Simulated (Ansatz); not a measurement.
**VN under a change: biaxial strain +2.29 %, plane normal [001], relaxed out of plane**

Base system: VN in the rock salt structure (space group Fm-3m, No. 225; a = 4.075 Å; relaxed with 0.1 eV smearing). Axes: x, y, z lie along the cube axes.

It is then changed as follows: biaxial strain +2.29 %, plane normal [001], relaxed out of plane (Cartesian); in-plane vectors clamped, the third vector and the atoms free.

Level of theory: Ansatz (a quantum-chemistry and plane-wave program), PBEsol, PAW, cutoff 420 eV, no spin-orbit coupling, earlier PAW set. Settings: 24×24×24 k-points, 0.1 eV Fermi–Dirac smearing.

The volume per atom grows by 0.298 Å³ (8.46 Å³ → 8.75 Å³) and the space group goes from Fm-3m (No. 225) to I4/mmm (No. 139). The shortest interatomic distance drops by 0.0217 Å, from 2.037 Å to 2.016 Å and the energy grows by 20 meV/atom. The pressure (mean of the normal stresses, compression positive) goes from zero to -10.2 GPa and the band gap remains zero. The out-of-plane strain comes out as -1.06 % and the ratio −ε⊥/ε∥ is 0.46. The mean in-plane stress (compression positive) is -15.3 GPa.

No phonon test of stability was made. Starting moments died away, wholly or in part, for the base; another magnetic solution may exist. All final runs are without spin polarisation.
